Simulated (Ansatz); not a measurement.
**A computed series for hypothetical anti-perovskite Mn3SiN: pressure series**

Take Mn3SiN in the anti-perovskite structure (space group Pm-3m, No. 221; a = 3.677 Å; ferromagnetic; a hypothetical phase, not in the database extracts checked) as the base.

Cell and atoms are relaxed at each pressure.

Method: Ansatz (a program for electronic structure), PBEsol, PAW, cutoff 420 eV, scalar-relativistic without spin-orbit coupling.

| P (GPa) | V (Å³/atom) |
|---|---|
| -1.99 | 10.012 |
| -0.99 | 9.976 |
| 0.30 | 9.931 |
| 0.70 | 9.917 |
| 1.50 | 9.889 |
| 3.00 | 9.839 |
| 5.00 | 9.774 |
| 7.50 | 9.696 |
| 10.00 | 9.621 |

Task: Fit a third-order Birch–Murnaghan equation of state.

Result: Least squares on P(V) = (3B₀/2)[(V₀/V)^(7/3) − (V₀/V)^(5/3)]·[1 + (3/4)(B₀′ − 4)((V₀/V)^(2/3) − 1)] gives V₀ = 9.94 Å³/atom, B₀ = 283 GPa and B₀′ = 4.6.

The magnetic state is the one reached from the starting moments; the real material's order can differ, and small cells can't hold many antiferromagnetic ones. Load acts through the strain it causes; cell and atoms are relaxed under it. Whether these cells are dynamically stable was not tested. No other phases were tried under pressure.
